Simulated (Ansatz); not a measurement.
System: Hg (R-3m, No. 166, 1 atoms in the cell). Method: r²SCAN+SOC (Ansatz, a first-principles code, PAW).

Run with plane-wave cutoff 560 eV, 20×20×20 k mesh, Fermi–Dirac smearing 0.05 eV, PAW data made under PBE.

Response to compression and expansion:

Shape and atoms are relaxed at each volume.

```csv
V (Å³/atom),P (GPa),c (Å),a (Å)
25.147,1.67,5.329,4.043
25.671,0.79,5.290,4.100
26.195,0.00,5.326,4.128
26.719,-0.65,5.342,4.162
27.243,-1.20,5.370,4.192
```

Note: the relaxation could not lower the start's symmetry, so the cell can be a saddle point above a distorted one; the bulk modulus comes from volumes at which shape and atoms were relaxed.
